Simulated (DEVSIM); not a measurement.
Device: abrupt GaAs p-n junction, at 300 K.

```tsv
layer (left to right)	material	thickness (μm)	Nd (cm⁻³)	Na (cm⁻³)	τn (s)	τp (s)
1	GaAs	0.400	-	9.9e14	8.4e-8	8.4e-8
2	GaAs	120	1.1e15	-	8.4e-8	8.4e-8
```

Left contact: ohmic. Right contact: ohmic. Voltage is applied to the left contact. Recombination: SRH at mid-gap. Mobility is μmin + (μ − μmin)/(1 + (N/Nref)^α).

This is a model device: material constants are rounded textbook-type values typed into the input, and sizes, dopings and lifetimes were drawn at random. Values at 300 K.

| parameter | GaAs |
|---|---|
| gap (eV) | 1.424 |
| affinity (eV) | 4.07 |
| permittivity | 12.9 |
| Nc (cm⁻³) | 4.7e17 |
| Nv (cm⁻³) | 9e18 |
| μn (cm²/Vs) | 8500 |
| μp (cm²/Vs) | 400 |
| μn,min | 500 |
| μp,min | 20 |
| Nref,n | 6e16 |
| Nref,p | 1.5e17 |
| αn | 0.39 |
| αp | 0.38 |

DEVSIM, 1D drift-diffusion, Boltzmann statistics, complete ionisation; no tunnelling, impact ionisation, image-force lowering or self-heating.

**Question.** Tabulate band edges, carrier densities and field at -20.0 V on the left contact.

**Answer.** Energies count from the Fermi level of the right contact; mesh points crowd at the junctions.

| x (μm) | Ec (eV) | Ev (eV) | n (cm⁻³) | p (cm⁻³) | field (V/cm) |
|---|---|---|---|---|---|
| 0.000 | 21.188 | 19.764 | < 1e2 | 9.9e14 | -69000 |
| 0.03288 | 20.960 | 19.536 | < 1e2 | 1.4e11 | -70000 |
| 0.1051 | 20.453 | 19.029 | < 1e2 | 670 | -71000 |
| 0.2440 | 19.458 | 18.034 | < 1e2 | 220 | -73000 |
| 0.3625 | 18.587 | 17.163 | < 1e2 | 210 | -74000 |
| 0.3979 | 18.323 | 16.899 | < 1e2 | 210 | -75000 |
| 0.4281 | 18.098 | 16.674 | < 1e2 | 210 | -74000 |
| 0.5462 | 17.230 | 15.806 | < 1e2 | 210 | -73000 |
| 0.7937 | 15.482 | 14.058 | < 1e2 | 200 | -69000 |
| 1.401 | 11.593 | 10.169 | < 1e2 | 200 | -59000 |
| 2.892 | 4.461 | 3.037 | < 1e2 | 170 | -36000 |
| 8.590 | 0.157 | -1.267 | 1.1e15 | < 1e2 | ≈ 0 |
| 20.53 | 0.157 | -1.267 | 1.1e15 | < 1e2 | ≈ 0 |
| 49.84 | 0.157 | -1.267 | 1.1e15 | < 1e2 | ≈ 0 |
| 97.88 | 0.157 | -1.267 | 1.1e15 | < 1e2 | ≈ 0 |
| 111.2 | 0.157 | -1.267 | 1.1e15 | < 1e2 | ≈ 0 |
| 116.7 | 0.157 | -1.267 | 1.1e15 | < 1e2 | ≈ 0 |
| 118.9 | 0.157 | -1.267 | 1.1e15 | < 1e2 | ≈ 0 |
| 120.0 | 0.157 | -1.267 | 1.1e15 | < 1e2 | ≈ 0 |
| 120.2 | 0.157 | -1.267 | 1.1e15 | < 1e2 | ≈ 0 |
| 120.3 | 0.157 | -1.267 | 1.1e15 | < 1e2 | ≈ 0 |
| 120.4 | 0.157 | -1.267 | 1.1e15 | < 1e2 | ≈ 0 |
